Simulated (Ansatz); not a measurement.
Take Au in the fcc (Cu type) structure (space group Fm-3m, No. 225; a = 4.083 Å; relaxed with 0.1 eV smearing) as the base. Axes: x, y, z lie along the cube axes.

Method: Ansatz (a quantum-chemistry and plane-wave program) PBEsol, no SOC.

Strains are applied to the cell and any free atomic positions relax.

One change was made to it. Results:

```csv
quantity,base,after
energy relative to the base (free energy F),0 meV/atom,+6.1 meV/atom
"pressure (mean of the normal stresses, compression positive)",0.0 GPa,-4.0 GPa
```

**Question.** What was done to the base?
(A) uniaxial strain ε_zz = +2.50 %
(B) uniaxial strain ε_zz = +2.00 %
(C) uniaxial strain ε_zz = −3.00 %
(D) uniaxial strain ε_zz = −2.00 %

**Answer.** A, uniaxial strain ε_zz = +2.50 %. For comparison, the energy relative to the base in the other runs: uniaxial strain ε_zz = −3.00 % gives +10 meV/atom; uniaxial strain ε_zz = −2.00 % gives +4.3 meV/atom; uniaxial strain ε_zz = +2.00 % gives +4.0 meV/atom.

Whether these cells are dynamically stable was not tested.
